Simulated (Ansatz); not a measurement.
Consider a periodic stack without vacuum, bcc Ta (1 1 0) on rutile SnO2 (1 0 0) (film strained to the substrate, started from cuts of the bulks and a machine-learned relaxation; slabs Sn6O10 and Ta8, which can lie off the formulas): substrate slab Sn6O10, film Ta8, surface cells [[0, -1], [1, -1]] and [[-2, -1], [-2, -2]], film strained by -2.4 and +2.8 %, outermost planes Sn/Sn and Ta/Ta as cut, which need not be the usual terminations and can put a slab off its formula. Its start:

```yaml
crystal:
  lattice:
    - [3.23842, 0.00000, 0.03007]
    - [3.23842, 4.82742, -0.05829]
    - [1.03824, 1.56132, 24.02841]
  atoms:
    - { symbol: Sn, position: [0.06788, 0.93853, 0.15025] }
    - { symbol: Sn, position: [0.08350, 0.46390, 0.04624] }
    - { symbol: O, position: [0.38566, 0.13609, 0.10990] }
    - { symbol: O, position: [0.37813, 0.65191, 0.08916] }
    - { symbol: Sn, position: [0.04347, 0.88948, 0.35125] }
    - { symbol: Sn, position: [0.05732, 0.41357, 0.25075] }
    - { symbol: O, position: [0.75012, 0.23547, 0.21066] }
    - { symbol: O, position: [0.75571, 0.73593, 0.18971] }
    - { symbol: O, position: [0.35990, 0.08858, 0.31159] }
    - { symbol: O, position: [0.36231, 0.59373, 0.29046] }
    - { symbol: Sn, position: [0.99216, 0.84572, 0.55428] }
    - { symbol: Sn, position: [0.02422, 0.36598, 0.45141] }
    - { symbol: O, position: [0.72134, 0.18519, 0.41161] }
    - { symbol: O, position: [0.72335, 0.69332, 0.39174] }
    - { symbol: O, position: [0.31454, 0.04517, 0.51094] }
    - { symbol: O, position: [0.33520, 0.53751, 0.49299] }
    - { symbol: Ta, position: [0.18367, 0.53765, 0.65973] }
    - { symbol: Ta, position: [0.18561, 0.04642, 0.65726] }
    - { symbol: Ta, position: [0.65694, 0.03347, 0.75370] }
    - { symbol: Ta, position: [0.65259, 0.53540, 0.75382] }
    - { symbol: Ta, position: [0.12532, 0.52464, 0.85078] }
    - { symbol: Ta, position: [0.12429, 0.02487, 0.85342] }
    - { symbol: Ta, position: [0.60138, 0.00576, 0.95096] }
    - { symbol: Ta, position: [0.60126, 0.51011, 0.94363] }
```

The start was prepared with a machine-learned potential, and the result is one local minimum, with the in-plane cell held and forces under 0.04 eV/Å; the film can end far from its bulk form.

Method: PBE (plane waves to 420 eV, PAW; Ansatz, an electronic-structure program). Spin–orbit coupling is left out; the runs are not spin-polarised. Its k-point mesh 12×7×1, Fermi–Dirac width 0.05 eV.

Problem. Predict the relaxed interface.

Solution. 
```
Property                                                                                   Result
--------------------------------------------------------------------------------  ---------------
interface area                                                                            15.6 Å²
period                                                                                    23.95 Å
heights between the nearest atoms of the two slabs at the two interfaces          2.44 and 2.42 Å
Sn–Ta contacts across the interfaces within 1.22 times the sum of covalent radii   8, mean 3.21 Å
```
